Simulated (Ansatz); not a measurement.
The starting structures come from a database of crystals and need not be the phases stable at ambient conditions.

## Evanescent states of Al$_{2}$HgTe$_{4}$ (I-4, not sure to be the ambient phase, 7 atoms a cell, 33.0 Å³ an atom) along the normal of (001)

The numbers are results of r2SCAN (plane waves, PAW; Ansatz, a quantum-chemistry and plane-wave program), not measurements.

No gap correction and no spin-orbit coupling; mid-gap values are interpolated between computed energies.

Energies count from the valence-band top; κ is the least over a 6×6 mesh across the current.

| E (eV) | κ (1/Å) | where |
|---|---|---|
| 0.04 | 0.081 | Γ |
| 0.14 | 0.114 | Γ |
| 0.23 | 0.128 | Γ |
| 0.32 | 0.139 | Γ |
| 0.41 | (withheld) | Γ |
| 0.49 | (withheld) | Γ |
| 0.58 | (withheld) | Γ |
| 0.68 | (withheld) | Γ |
| 0.77 | (withheld) | Γ |
| 0.85 | (withheld) | Γ |
| 0.94 | (withheld) | Γ |
| 1.03 | (withheld) | Γ |
| 1.12 | (withheld) | off Γ |
| 1.22 | 0.140 | off Γ |
| 1.30 | 0.126 | off Γ |
| 1.40 | 0.108 | off Γ |
| 1.49 | 0.075 | Γ |

Complete the blanks.


- 0.41, κ (1/Å): 0.148
- 0.49, κ (1/Å): 0.155
- 0.58, κ (1/Å): 0.159
- 0.68, κ (1/Å): 0.163
- 0.77, κ (1/Å): 0.164
- 0.85, κ (1/Å): 0.164
- 0.94, κ (1/Å): 0.162
- 1.03, κ (1/Å): 0.159
- 1.12, κ (1/Å): 0.151
